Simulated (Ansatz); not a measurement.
## BaHfS3 (Pnma, No. 62; cell taken from a computed entry)

The numbers are results of PBEsol (Ansatz, a quantum-chemistry and plane-wave program, plane waves, PAW), not measurements.

Settings: plane-wave cutoff 520 eV, 6×4×6 k mesh (along the axes of the cell as run), Fermi–Dirac smearing 0.01 eV, scalar-relativistic PAW data made under PBE.

Cell (relaxed with PBEsol):

Space group Pnma (No. 62); a = 7.008 Å, b = 9.857 Å, c = 6.908 Å, α = β = γ = 90.00°

```csv
atom,site,symmetry,x,y,z
Ba,4c,.m.,0.0499,0.2500,0.0108
Hf,4b,-1,0.0000,0.0000,0.5000
S,4c,.m.,0.0040,0.7500,0.4375
S,8d,1,0.2897,0.0328,0.2898
```

| Quantity | Value |
|---|---|
| band gap | 1.10 eV |

Spin–orbit coupling is not included.

Static lattice: no zero-point or thermal effects.

Cost on a shared machine: around 18 core-minutes (rough).
